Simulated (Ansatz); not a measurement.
**Ta₂O₅ (C2/m, No. 12, 7 atoms in the cell; start mp-1179062)**

All values below come from r²SCAN+rVV10 (Ansatz, an electronic-structure program, PAW).

Numerical settings: plane-wave cutoff 560 eV, 8×8×8 k mesh, Fermi–Dirac smearing 0.01 eV, scalar-relativistic PAW data made under PBE.

Cell (relaxed at this level):

Ta2O5 has the monoclinic space group C2/m (No. 12), Pearson symbol mS14. Cell: a = 7.126 Å, b = 7.571 Å, c = 3.794 Å, α = 90.00°, β = 114.50°, γ = 90.00°. Ta on 4i is surrounded by 4 O at 1.896–1.934 Å and 1 O at 2.068 Å and 1 O at 2.177 Å. O1 on 2c has 2 Ta at 1.896 Å (linear). O2 on 4f is coordinated by 2 Ta at 1.924 Å (linear). O3 on 4i sees 1 Ta at 1.934 Å and 1 Ta at 2.068 Å and 1 Ta at 2.177 Å. (Neighbours: up to the widest gap in distance over summed covalent radii, below 1.35, at either atom; cation-cation and far metal-metal contacts left out.)
(The calculation used a cell of 7 atoms; values per cell refer to that cell.)

* **band gap**: 2.58 eV (on the SCF k mesh)
* **Γ–Γ gap**: 2.90 eV

Note: the relaxation could not lower the start's symmetry, so the cell can be a saddle point above a distorted one.

Spin–orbit coupling is not included.

Static lattice: no zero-point or thermal effects.

A start named mp-… is a Materials Project structure, which need not be a measured phase.
